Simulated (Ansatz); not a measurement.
# A computed series for BC5: pressure series

Take BC$_{5}$ (space group I-4m2, No. 119; a = 2.499 Å, c = 11.370 Å; a cell from a computed database, its experimental status unchecked) as the base.

Cell and atoms are relaxed at each pressure.

All numbers come from PBEsol, PAW, 420 eV (Ansatz, a program for electronic structure; no spin-orbit coupling).

```json
[
 {"P (GPa)": "-2.00", "V (Å³/atom)": "5.948"},
 {"P (GPa)": "-1.00", "V (Å³/atom)": "5.933"},
 {"P (GPa)": "0.29", "V (Å³/atom)": "5.913"},
 {"P (GPa)": "0.69", "V (Å³/atom)": "5.907"},
 {"P (GPa)": "1.50", "V (Å³/atom)": "5.895"},
 {"P (GPa)": "3.00", "V (Å³/atom)": "5.873"},
 {"P (GPa)": "5.00", "V (Å³/atom)": "5.844"},
 {"P (GPa)": "7.50", "V (Å³/atom)": "5.809"},
 {"P (GPa)": "10.00", "V (Å³/atom)": "5.774"}
]
```

A third-order Birch–Murnaghan fit to these points gives V₀ = 5.92 Å³/atom, B₀ = 391 GPa and B₀′ = 3.6. At pressure 10 GPa the volume is 97.6 % of V₀.

Load acts through the strain it causes; cell and atoms are relaxed under it. No phonon test of stability was made. No other phases were tried under pressure. The final runs are not spin-polarised. An odd electron count without spin: BC5.
